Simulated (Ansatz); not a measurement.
Structures of equal composition on the (111) surface of fcc Al: a layer of Sn in place of the second plane; a layer of Sn in place of the third plane. The slabs share one bottom face, and each structure is named by its start. These are constructed structures in small cells; real faces may alloy, dewet or reconstruct in larger ones, and not all known structures of the face are among them. Slabs of about 12 Å, Fermi-Dirac smearing of 0.1 eV. Bottom of the slabs: a bare face, its two planes held. Relaxed from the named starts with such symmetry as they have, on meshes of like density; energies extrapolated to zero smearing; spin only where a row says so; no spin-orbit coupling, no U. Brackets mark spin-polarised runs, whose order is one that fits the cell.

Calculation: PBE (plane waves to 420 eV, PAW; Ansatz, a first-principles code).

Q: Rank these by energy per 1x1 cell (lowest first), as PBE gives it.

A: a layer of Sn in place of the second plane (0.000 eV), a layer of Sn in place of the third plane (0.023 eV)
